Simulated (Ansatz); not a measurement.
Functionals compared on N on the 1x1 (111) surface of fcc Cu, one in a 2x2 cell, started at the site 'bridge Cu-Cu (span 2.6 Å)', in Ansatz (plane waves, PAW). The structure was relaxed with PBE; the other rows are single points on it, each with its references at the same level. Cutoff 420 eV (500 eV for r2SCAN).

Set-up: 17 atoms, 6.2 Å thick at the start under the adsorbate (thin: gaps and levels are the slab's own); mesh 6x6x1; 0.1 eV smearing; dipole correction on; 8 atoms held, the rest relaxed; start symmetry kept, larger cells not searched; spin-polarised, no spin-orbit, no U, no dispersion correction. The starting moment vanished. At the end it is bonded to 3 Cu. In PBE it is, or lies within 0.03 eV of, the lowest of the starts that converged. These notes are the PBE run's. r2SCAN: The program's check for a lower electronic state was not made. Adsorption energies are against ½ N2(g). A negative adsorption energy means that the adsorbate is more stable on the surface than in its reference.

```tsv
functional	adsorption energy (eV)	work function of the top face (eV)	change of the work function (eV)	magnetic moment of the cell (μB)	rough cost of the single point
PBE	1.47	5.80	1.02	0.00	–
RPBE	?	?	?	0.00	around 6 core-minutes (rough)
r2SCAN	1.27	5.91	1.11	0.00	roughly 14 core-minutes
```

Q: Complete the blanks.

A: 
- RPBE, adsorption energy (eV): 1.75
- RPBE, work function of the top face (eV): 5.63
- RPBE, change of the work function (eV): 1.03

Ansatz is a program for electronic structure.
